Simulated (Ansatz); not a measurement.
In2Se3 (within 0.1 Å of P-3m1, No. 164; cell taken from a computed entry) was calculated with HSE06 (plane waves, PAW; Ansatz, an electronic-structure program).

Numerical settings: plane-wave cutoff 500 eV, 6×6×2 k mesh (along the axes of the cell as run), gaussian smearing 0.02 eV, scalar-relativistic PAW data made under PBE.

Cell (relaxed with r²SCAN):

```
CELL_PARAMETERS angstrom
      3.97294     0.00033    -0.00049
      1.98515     3.44200    -0.00108
      0.01523     0.02592     9.86644
ATOMIC_POSITIONS crystal
  In 0.33320 0.33415 0.81060
  In 0.66680 0.66585 0.18940
  Se 0.00000 0.00000 0.00000
  Se 0.33342 0.33148 0.32365
  Se 0.66658 0.66852 0.67635
```

Q: What does this level give for the band gap?

A: 
- band gap: 0.82 eV (on the SCF k mesh)

Note: cell and atoms aren't relaxed at this level (largest force component 0.15 eV/Å, pressure -0.3 GPa); the cell has widely spaced layers and the level no dispersion term, so their spacing and the moduli can rest on weak binding.

Spin–orbit coupling is not included.

The computed numbers hold no vibrational or temperature effects.

Computing time: roughly 15 core-minutes.
